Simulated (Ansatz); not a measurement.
**GaN under a change: Sb on a N site, symmetric start**

The parent structure is a 16-atom supercell of GaN in the wurtzite structure (space group P6_3mc, No. 186; a = 3.183 Å, c = 5.184 Å) at its relaxed geometry.

Now apply this change: a neutral Sb on a N site, symmetric start, atoms relaxed at fixed cell.

Method: Ansatz (a quantum-chemistry and plane-wave program), r2SCAN, PAW, cutoff 500 eV, scalar-relativistic without spin-orbit coupling. Settings: 6×6×6 k-points, 0.01 eV Fermi–Dirac smearing.

The pressure goes from zero to 27.9 GPa and the energy gained by relaxation comes out as 10.13 eV. The largest displacement of a host atom from its site in the perfect cell amounts to 0.77 Å and the shift of the substituted atom off its lattice site is 0.31 Å.

The magnetic state is the one reached from the starting moments; the real material's order can differ, and small cells can't hold many antiferromagnetic ones. The cell is small, so the values are those of an ordered compound at a high defect concentration; dilute-limit values will differ. The defect started on the symmetric site and kept its symmetry, so it may sit on a saddle. Starting moments died away, wholly or in part, for Sb on a N site; another magnetic solution may exist. The defect cell is spin-polarised and ends with 0.0 μB.
